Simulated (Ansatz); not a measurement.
Start from Ge in the diamond structure (space group Fd-3m, No. 227; a = 5.6762 Å).

The change: full substitution Ge → C; the structure is relaxed again.

Levels (all Ansatz, a program for electronic structure, PAW): PBEsol (420 eV, no spin-orbit coupling); r2SCAN (500 eV, spin-orbit coupling left out); HSE06 (420 eV, no spin-orbit coupling).

One geometry, relaxed with PBEsol, under each level:

Notes on the quantities. hole mass: degenerate bands, along [100].

| level | band gap | lowest conduction level above the VBM at special points | electron mass | hole mass | pressure |
|---|---|---|---|---|---|
| PBEsol | 4.03 eV | X 4.63 eV; U 5.56 eV; K 5.56 eV; Γ 5.57 eV | 1.6 mₑ along k, 0.29 mₑ across (off the special points) | 0.29, 0.29, 0.52 mₑ (at Γ) | 0.00 GPa |
| r2SCAN | 4.38 eV | X 5.05 eV; U 6.02 eV; K 6.02 eV; Γ 5.91 eV | 1.6 mₑ along k, 0.27 mₑ across (off the special points) | 0.28, 0.28, 0.47 mₑ (at Γ) | 2.49 GPa |
| HSE06 | ? | ? | – | – | – |

Q: Give the withheld HSE06 results.

A: 
- HSE06, band gap: 5.31 eV
- HSE06, lowest conduction level above the VBM at special points: X 5.94 eV; U 6.93 eV; K 6.93 eV; Γ 7.01 eV

Single points use the geometry relaxed with PBEsol. Their cutoffs differ, which shifts pressures a little. The hybrid gap comes from the SCF mesh plus the semilocal run's edge points and a few special points and is an upper bound. Masses are band curvatures over ±0.01 Å⁻¹ around the edge. Along k means along the line from Γ to the band edge. Whether these cells are dynamically stable was not tested.
